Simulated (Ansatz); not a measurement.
```xyz
2
Lattice="0.0000 2.7060 2.7060 2.7060 0.0000 2.7060 2.7060 2.7060 0.0000" Properties=species:S:1:pos:R:3 pbc="T T T"
Li     0.0000     0.0000     0.0000
Br     2.7060     2.7060     2.7060
```

**Question.** Estimate the lattice thermal conductivity at 300 K from the phonon Boltzmann equation with three-phonon and isotope scattering, PBEsol in Ansatz (third-order constants from a 54-atom supercell out to 5.7 Å, harmonic mesh 6×6×6, k mesh 6×6×6, scattering mesh 17×17×17).

**Answer.** κ = 2.9 W/(m K). The result is for a perfect infinite crystal and omits four-phonon processes.

Ansatz is an electronic-structure program.
